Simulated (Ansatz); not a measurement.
The reference is LiF in the rock salt structure (space group Fm-3m, No. 225; a = 3.990 Å). Axes: x, y, z lie along the cube axes.

Method: Kohn–Sham DFT with the r2SCAN functional, run in Ansatz (an electronic-structure program) with PAW and 500 eV plane waves, no SOC.

Strains are applied to the cell and any free atomic positions relax; under biaxial strain the out-of-plane vector relaxes too; under stress the whole cell relaxes.

One change was made to it. Results:

The energy grows by 1.4 meV/atom; the electron mass goes from 0.88 mₑ (at Γ) to 0.87 mₑ (at Γ); the band gap falls by 0.233 eV to 10.09 eV.

Q: What was done to the base?
A) biaxial strain +1.23 %, plane normal [001], relaxed out of plane
B) uniaxial stress, 2 GPa compression along x
C) biaxial strain +0.58 %, plane normal [110], relaxed out of plane
D) uniaxial strain ε_xx = +2.14 %

A: D, uniaxial strain ε_xx = +2.14 %. For comparison, the band gap in the other runs: biaxial strain +1.23 %, plane normal [001], relaxed out of plane gives 10.15 eV; uniaxial stress, 2 GPa compression along x gives 10.38 eV; biaxial strain +0.58 %, plane normal [110], relaxed out of plane gives 10.22 eV.

A biaxial case was relaxed in a doubled cell and then solved in the primitive one. Masses are band curvatures over ±0.01 Å⁻¹ around the edge. Stability under load was not tested beyond the relaxation.
